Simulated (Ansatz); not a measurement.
**Worked example: self-consistent single point of LaAl₂ (R3m, 6 atoms in the cell) in Ansatz (a program for electronic structure)**

Method: PBEsol, default PAW files made with PBE (plane waves; Ansatz).

The input file:

Ansatz 0.2 input:
```yaml
# LaAl2
crystal:
  lattice:
    - [0.000000, 4.044143, 4.044143]
    - [4.044143, 0.000000, 4.044143]
    - [4.044143, 4.044143, 0.000000]
  atoms:
    - { symbol: La, position: [0.003569, 0.003569, 0.003569] }
    - { symbol: La, position: [0.250000, 0.250000, 0.250000] }
    - { symbol: Al, position: [0.625000, 0.625000, 0.625000] }
    - { symbol: Al, position: [0.125000, 0.625000, 0.625000] }
    - { symbol: Al, position: [0.625000, 0.625000, 0.125000] }
    - { symbol: Al, position: [0.625000, 0.125000, 0.625000] }
basis:
  ecutwfc: 30.9 Ry
kpoints:
  mp_grid: { grid: [7, 7, 7] }
hamiltonian:
  xc: pbesol
  pseudopotentials: { kind: paw }
scf:
  occupations: { method: fermi_dirac, width: 0.0073 Ry }
output:
  forces: true
  eigenvalues: true
  stress: true
```

Log, with long lists cut:

```
WARN ansatz: RAYON_NUM_THREADS=1 ignored (pool sized by the plan → 1); use --threads N
Pseudopotentials: kind: paw
Pseudopotential: La, paw, valence charge 11
Pseudopotential: Al, paw, valence charge 3
Crystal: 6 atoms, lattice volume = 132.285 Å³
Basis set: ecut = 420.4159175005146 eV, 2637 PW (Γ), exchange–correlation on 80×80×80 points (8 copies of the dense FFT grid, shifted against one another)
Bands: 23, of which v1, the nominal top of the filled ones, is band 17 counted from 1 (16 counted from 0)
Symmetry: 6 space group operations
Space group: R3m (ITA 160), of the structure as read, at distance tolerance 5.1e-5 Å
k-points: 44 of 343 (time reversal used)
PAW frozen core: La, regenerated for the run's functional, and the local potential with it
PAW frozen core: Al, regenerated for the run's functional, and the local potential with it
Initial density: superposition of atomic densities (neutral atoms: chi_scale 0, normalization atom), corrected by the library's trained network
Initial wavefunctions: pseudopotential atomic-orbital guess
Eigensolver: davidson
Functional: x = pbesol(κ = 0.804, μ = 0.12345679012345678), c = pbesol(β = 0.046)
SCF iter   1: F=—  HF=-14423.795274 eV  |F-HF|=—  |Δ(HF+E_count)|=         —  Δρ=2.34e-3  dr2=6.75e-3  ethr=1.77e-3  ⟨swp⟩=6.9  Hψ=5634  notcnv=0  defer=1
all-band conjugate gradients solve this SCF's bands
preconditioner: auto → Kerker (q_TF=auto, 2.175 Å⁻¹)
SCF iter   2: F=—  HF=-14423.792499 eV  |F-HF|=—  |Δ(HF+E_count)|=   2.77e-3  Δρ=1.34e-3  dr2=1.95e-3  ethr=1.98e-5  ⟨swp⟩=2.0  Hψ=1994  notcnv=0
SCF iter   3: F=—  HF=-14423.792500 eV  |F-HF|=—  |Δ(HF+E_count)|=   5.29e-7  Δρ=2.80e-4  dr2=2.09e-4  ethr=5.73e-6  ⟨swp⟩=1.8  Hψ=1599  notcnv=0
SCF iter   4: F=—  HF=-14423.792476 eV  |F-HF|=—  |Δ(HF+E_count)|=   2.37e-5  Δρ=9.35e-5  dr2=2.73e-5  ethr=6.14e-7  ⟨swp⟩=2.0  Hψ=1188  notcnv=0
SCF iter   5: F=—  HF=-14423.792525 eV  |F-HF|=—  |Δ(HF+E_count)|=   4.87e-5  Δρ=1.28e-5  dr2=3.71e-7  ethr=8.02e-8  ⟨swp⟩=2.0  Hψ=1331  notcnv=0
SCF iter   6: F=-14423.792525 eV  HF=-14423.792525 eV  |F-HF|=1.91e-9  |Δ(HF+E_count)|=   1.71e-8  Δρ=2.32e-6  dr2=7.15e-9  ethr=2.94e-10  ⟨swp⟩=9.0  Hψ=5216  notcnv=0
SCF 1 converged in 6 iterations: F = -14423.792525 eV  dr2 = 7.15e-9
SCF converged after 6 iterations
Free energy (F): -14423.792525 eV
Harris-Foulkes:  -14423.792525 eV  (|F-HF|=1.91e-9)
Internal energy: -14423.668753 eV  (E = F + TS)
E sigma→0 (E₀):  -14423.730639 eV
Entropy (-TS):   -0.123771 eV (-20.629 meV/atom)
Fermi energy:    9.975664 eV
--- Per-component energies (eV) ---
  E_band       = -41.158842
  E_kinetic    = 477.537665
  E_local      = -743.448487  (includes V_loc(G=0)·N_el)
  E_nonlocal   = 235.579506
  E_hartree    = 272.792787
  E_xc         = -434.998399
  E_vxc        = -412.097949  (∫ρ·V_xc dr)
  E_paw        = -12476.435727  (= ΣΔE_a)
  E_vpaw       = -144.314387  (= ΣTr[D̂ρ^β])
  E_aug_tail   = -0.000011  (compensation charges beyond the density's cutoff)
  E_ewald      = -1755.111663
  E_core_change = 0.415575  (= ΣΔE_core)
  E_smearing   = -0.123771  (= −TS)
  E_closure    = -0.000000  (closes the sum)
  Σ components = -14423.792525   (vs F -14423.792525, Δ=0.00e0)
--- Forces (eV/Å), atoms counted from 1 ---
  atom   1  La    -0.13146516    -0.13146516    -0.13146516
  atom   2  La     0.02039094     0.02039094     0.02039094
  atom   3  Al     0.01302543     0.01302543     0.01302543
  atom   4  Al     0.04224929     0.02789941     0.02789941
  atom   5  Al     0.02789941     0.02789941     0.04224929
  atom   6  Al     0.02789941     0.04224929     0.02789941
  max |Σ_I F_I| component: 6.73e-7 eV/Å
--- Stress (GPa, compression-positive) ---
       -0.666594      -0.061277      -0.061277
       -0.061277      -0.666594      -0.061277
       -0.061277      -0.061277      -0.666594
  P = ⅓ Tr σ = -0.6666 GPa (-6.666 kbar)
  The stress holds the Pulay correction. Without it, at fixed plane waves, as pw.x and ABINIT print it: P = -0.6978 GPa
--- Band table (eV; the first three rows and the last of 44) ---
  k-point 0: bands = ["-22.5722", "-22.2852", "-6.6429", "-6.5565", "-6.5565", "-5.9854", "-5.9854", "-5.9266", "1.4113", "6.4574", "7.0122", "7.0122", "7.0793", "7.5693", "7.5693", "7.9743", "8.0262", "8.0262", "11.1908", "11.8535", "11.8535", [...]
  k-point 1: bands = ["-22.5622", "-22.2955", "-6.6602", "-6.5769", "-6.5743", "-5.9799", "-5.9639", "-5.9074", "1.5854", "5.6646", "6.6397", "6.6535", "7.3951", "7.9815", "8.0017", "8.2436", "8.2514", "8.3113", "11.4677", "11.6748", "11.6985", [...]
  k-point 2: bands = ["-22.5364", "-22.3222", "-6.6967", "-6.6200", "-6.6180", "-5.9599", "-5.9203", "-5.8657", "2.0466", "4.7067", "6.2764", "6.2940", "7.1253", "8.1566", "8.1769", "9.1386", "9.2051", "9.6199", "11.1903", "11.3843", "11.4111", [...]
  k-point 43: bands = ["-22.4821", "-22.3779", "-6.7876", "-6.6803", "-6.5677", "-6.0087", "-5.8511", "-5.7926", "2.7751", "3.7394", "5.7880", "6.1064", "7.6968", "8.3542", "8.3583", "9.4194", "10.1466", "10.3521", "10.7697", "11.1412", "11.4276", [...]
```

The run converged in 6 iterations.

The starting cell comes from a database of computed structures (which also holds hypothetical and non-ambient phases and stackings), without a prior relaxation at this level. Its lattice was rescaled by up to half a per cent. One atom was moved a little off its site on purpose. Ansatz's pressure includes its estimate of the finite-basis (Pulay) stress.
